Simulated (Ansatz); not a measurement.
Start from TiO2 in the rutile structure (space group P4_2/mnm, No. 136).

```
TiO2
1.0
    4.54810     0.00000     0.00000
    0.00000     4.54810     0.00000
    0.00000     0.00000     2.91711
Ti O
2 4
Direct
  0.00000   0.00000   0.00000
  0.50000   0.50000   0.50000
  0.30396   0.30396   0.00000
  0.80396   0.19604   0.50000
  0.19604   0.80396   0.50000
  0.69604   0.69604   0.00000
```

Cartesian axes are those of the cell as printed.

Method: DFT with LDA, PAW potentials and a 420 eV plane-wave cutoff in Ansatz (a program for electronic structure), no spin-orbit coupling.

Modification: the cell is scaled by 0.9940 in all directions; the atoms relax in the strained cell.

Task: Predict the stress tensor and what it implies for the stiffness.

Result: Stress of the strained cell less that of the base (GPa, compression positive):
```
   4.36    0.00    0.00
   0.00    4.36    0.00
   0.00    0.00    5.47
```

Then B = −ΔP/(ΔV/V₀) with ΔV/V₀ = -0.0179 gives secant stiffness values (nonlinear terms included at this strain): B (at held cell shape, above the free-shape value) ≈ 264 GPa.

Stability against distortions was not tested. All final runs are without spin polarisation.
